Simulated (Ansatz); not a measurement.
Consider ZnSe in the zinc blende structure (space group F-43m, No. 216; a = 5.6333 Å). Axes: x, y, z lie along the cube axes.

Level of theory: PBEsol (Ansatz, a program for electronic structure, PAW, no SOC).

One thing is altered: uniaxial strain ε_zz = +3.00 %, all other strain components held at zero, atoms relaxed at fixed cell.

Task: Predict the stress tensor and what it implies for the stiffness.

Result: Stress of the strained cell less that of the base (GPa, compression positive):
```
  -1.44    0.00    0.00
   0.00   -1.44    0.00
   0.00    0.00   -2.58
```

Then −Δσ_ii/ε with ε = 0.0300 gives secant stiffness values (nonlinear terms included at this strain): C33 ≈ 86 GPa, C13 ≈ 48 GPa and C23 ≈ 48 GPa.

As a check, the harmonic strain energy −½ V₀ Δσ:ε is 5.4 meV/atom; the computed energy rise is 5.4 meV/atom.

Whether these cells are dynamically stable was not tested.
